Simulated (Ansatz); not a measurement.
**Response to strain in TiO2**

The parent structure is TiO$_{2}$ in the rutile structure (space group P4_2/mnm, No. 136; a = 4.5912 Å, c = 2.9390 Å). Axes: x, y, z lie along a, b, c of the conventional cell.

Strains are applied to the cell and any free atomic positions relax; under biaxial strain the out-of-plane vector relaxes too.

The values are results of PBEsol (Ansatz, a program for electronic structure), no spin-orbit coupling, not measurements.

| biaxial strain, plane normal [001], relaxed out of plane (%) | out-of-plane strain (%) |
|---|---|
| -3 | 2.24 |
| -2.4 | 1.74 |
| -1.8 | ? |
| -1.2 | 0.82 |
| -0.6 | 0.40 |
| 0 | 0.00 |

Fit ε⊥ = −νε + γε² (strains in %) to the rows shown and predict the withheld row.

Least squares on the printed values gives ν = 0.64 (the biaxial Poisson response) and γ = 0.035 (largest residual 0.00 %); this predicts 1.27 %, and the run gives 1.27 %, in agreement.

Whether these cells are dynamically stable was not tested. The final runs are not spin-polarised.
